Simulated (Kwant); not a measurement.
Model system: π system c1cnccn1 between two chain leads. The π system is taken as planar. Atoms are numbered from 0 in the order of the SMILES. Site energies (eV, carbon 0): [0.0, 0.0, -1.5, 0.0, 0.0, -1.5]. Bonds (i, j, β in eV): (0,1,-3) (1,2,-3) (2,3,-3) (3,4,-3) (4,5,-3) (5,0,-3). Leads: chains of hopping −4.5 eV, joined by −1.5 eV to atoms 0 and 4.

Site energies and bond integrals are typed Hückel values.

Computed with Kwant: Hückel tight-binding model, one pz orbital an atom, one spin, coherent transport at 0 K. Conductance is in e²/h.

Sweep values stay those of the base run.

Base results: transmission at E = 0 0.0020.

**Question.** What follows from this one change: contacts moved from atoms [0, 4] to [0, 3]?

**Answer.** transmission at E = 0 0.0020 → 0.031.

**Question.** What follows from this one change: contacts moved from atoms [0, 4] to [0, 1]?

**Answer.** transmission at E = 0 0.0020 → 0.024.
